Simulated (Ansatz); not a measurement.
Start from ZnAu in the CsCl type structure (space group Pm-3m, No. 221; a = 3.187 Å).

Levels (all Ansatz, a first-principles code, PAW): PBE (420 eV, no spin-orbit coupling); PBEsol (420 eV, no SOC).

Levels that relaxed their own cell: PBE and PBEsol.

```
level   lattice parameter a
------  -------------------
PBE                 3.187 Å
PBEsol              3.129 Å
```

Measured: lattice parameter a 3.147 Å (temperature not stated; as listed in Transactions of the Japan Institute of Metals 22, 367 (1981)).

Computed minus measured — lattice parameter a: PBE +1.3 %, PBEsol -0.6 % (closest: PBEsol). Measured values not marked as corrected hold thermal and zero-point effects that the static-lattice runs lack.

Stability against distortions was not tested.
